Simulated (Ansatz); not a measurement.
## Band gap (eV)

Cell A: NaCl (rock salt, Fm-3m), 2 atoms in the cell, k-point mesh 10×10×10 on the run's own vectors. Conventional cell: a = b = c = 5.693 Å, α = β = γ = 90.00°.

Cell B: AgCl (rock salt, Fm-3m), 2 atoms in the cell, k-point mesh 10×10×10 on the run's own vectors. Conventional cell: a = 5.6134 Å, b = 5.6134 Å, c = 5.6134 Å, α = 90.00°, β = 90.00°, γ = 90.00°.

Plane-wave PAW calculations with Ansatz (a quantum-chemistry and plane-wave program), its PAW set soft_1, cutoff 420 eV, 500 eV for r2SCAN. The structures are at rest with PBE; other levels are single points on them. HSE06 runs on coarser k-point meshes, which give the PBE gaps of the finer ones within 0.03 eV. Neutral cells; Fermi-Dirac smearing of at most 0.05 eV in the solids, energies taken to zero width. The lattices are those relaxed with PBE, so at other levels the solids can be strained, which adds to the spread. The runs are scalar-relativistic, without spin-orbit coupling. A dispersion term ran beside these levels; it doesn't touch the electrons. Gaps are highest filled to lowest empty Kohn-Sham level on the run's k-point mesh, states of defects and surfaces included; edges off the mesh make the true gap smaller, and under 0.08 eV counts as none; a gap is called direct where the least direct separation is within 0.02 eV of it.

```
system              PBE           r2SCAN       HSE06
------  ---------------  ---------------  ----------
A         5.00 (direct)    5.78 (direct)  (withheld)
B       0.92 (indirect)  1.48 (indirect)        2.42
```

### Question
What belongs in the gaps?

### Answer

- A, HSE06: 6.37
